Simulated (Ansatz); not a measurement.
AlN (P6_3mc), HSE06, rigid bands (Ansatz, an electronic-structure program): N_v = 5.29e19 cm⁻³ at 300 K and a hole conductivity mass of 0.384 mₑ along z (a = (3.11, 0.00, 0.00) Å; b = (-1.56, 2.70, 0.00) Å; c = (0.00, 0.00, 4.98) Å).

Task: For 1e17 holes per cm³ at 300 K, place the Fermi level, estimate the Seebeck coefficient of a parabolic band with constant τ, and give mobility and conductivity for τ = 10 fs.

Result: The level lies k_BT ln(N_v/p) = 0.162 eV above the valence-band maximum. S ≈ +(k_B/e)[ln(N_v/p) + 5/2] = 756 μV/K, against 758 μV/K from the full bands (mean over directions). μ = eτ/m = 45.8 cm²/(V·s) and σ = peμ = 0.734 S/cm. τ is assumed, not computed.

Band transport and this doping are assumed; polarons and phonon drag are left out. Spin-orbit coupling is left out; where it splits the top of the valence band, N_v and the p-type Seebeck coefficient come out somewhat high without it. Geometry: cell and atoms relaxed with PBEsol.
